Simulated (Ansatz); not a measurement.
Band structure of SrLaCoO4 (I4mm, 7 atoms in the cell).

```
SrLaCoO4
1.0
   -1.92881     1.92881     6.30079
    1.92881    -1.92881     6.30079
    1.92881     1.92881    -6.30079
Sr La Co O
1 1 1 4
Direct
  0.64142   0.64142   0.00000
  0.35855   0.35855   0.00000
  0.00288   0.00288   0.00000
  0.99429   0.49429   0.50000
  0.49429   0.99429   0.50000
  0.83647   0.83647   0.00000
  0.17215   0.17215   0.00000
```
Moments meant for the start (each program seeds them in its own way; μB, in the order of the atoms Sr La Co O O O O): 0.0 0.0 3.0 0.0 0.0 0.0 0.0.

Method: PBEsol, PAW files made with PBE (plane waves; Ansatz, a program for electronic structure).

Settings: basis.ecutwfc = 420 eV; kpoints.mp_grid.grid = 5 5 5; hamiltonian.xc = pbesol; hamiltonian.pseudopotentials = {kind: paw} (the program's default PAW files); magnetization.spin_polarized = true; scf.occupations.method = fermi_dirac; scf.occupations.width = 0.02 eV; kpoints.band_path.npoints = 8.

The starting cell comes from a database of computed structures (which also holds hypothetical and non-ambient phases and stackings), without a prior relaxation at this level. The moments shrank to a small part of their start, a low-spin state that need not be the lowest.

Levels in eV from the Fermi level, bands 29 to 36 of the first spin channel:
```tsv
point	29	30	31	32	33	34	35	36
Γ	-1.75	-1.35	-1.35	-1.15	-0.45	2.21	3.05	3.40
X	-0.51	-0.41	-0.36	0.79	2.72	3.19	3.24	3.31
Y	-0.53	-0.43	-0.39	0.78	2.61	3.20	3.24	3.32
S	-1.23	-0.75	-0.61	-0.54	1.24	3.10	3.24	3.40
Z	-1.79	-1.15	-1.08	-1.08	-0.17	1.74	3.10	3.40
S1	-1.23	-0.75	-0.61	-0.54	1.24	3.10	3.24	3.40
N	-1.24	-0.73	-0.62	-0.51	1.24	3.14	3.25	3.40
P	-0.46	-0.38	-0.38	0.74	2.72	3.23	3.23	3.37
Y1	-0.53	-0.43	-0.39	0.78	2.61	3.20	3.24	3.32
```

Bands cross the Fermi level along this path, so the cell is metallic at this level.

The net moment of the cell came out as 0.80 μB.

Keys are those of Ansatz 0.2.
